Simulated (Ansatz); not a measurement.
```yaml
crystal:
  lattice:
    - [2.99654, 0.00000, 0.00000]
    - [1.49827, 2.59508, 0.00000]
    - [0.00000, 0.00000, 5.07695]
  atoms:
    - { symbol: Si, position: [0.66667, 0.66667, 0.99852] }
    - { symbol: Si, position: [0.33333, 0.33333, 0.49852] }
    - { symbol: C, position: [0.66667, 0.66667, 0.62668] }
    - { symbol: C, position: [0.33333, 0.33333, 0.12668] }
```

No spin polarisation.

A single point on SiC with a change (biaxial strain −2.58 %, plane normal [001], relaxed out of plane), its geometry relaxed with PBEsol.

Calculations: plane-wave PAW DFT at the r2SCAN level (Ansatz, a first-principles code, 500 eV), no SOC. Γ-centred 12×12×7 mesh, Fermi–Dirac width 0.05 eV.

Task: Predict the pressure and electron mass.

Result: 
- Pressure: 11.70 GPa
- Electron mass: 0.26 mₑ out of plane, 0.42 mₑ in plane (at K)

Single points use the geometry relaxed with PBEsol. The levels and masses belong to the bands next to the band gap. Effective masses come from finite differences of ±0.01 Å⁻¹. Stability against distortions was not tested. The cell was made from SiC in the wurtzite structure (space group P6_3mc, No. 186) by this change: biaxial strain −2.58 %, plane normal [001], relaxed out of plane.
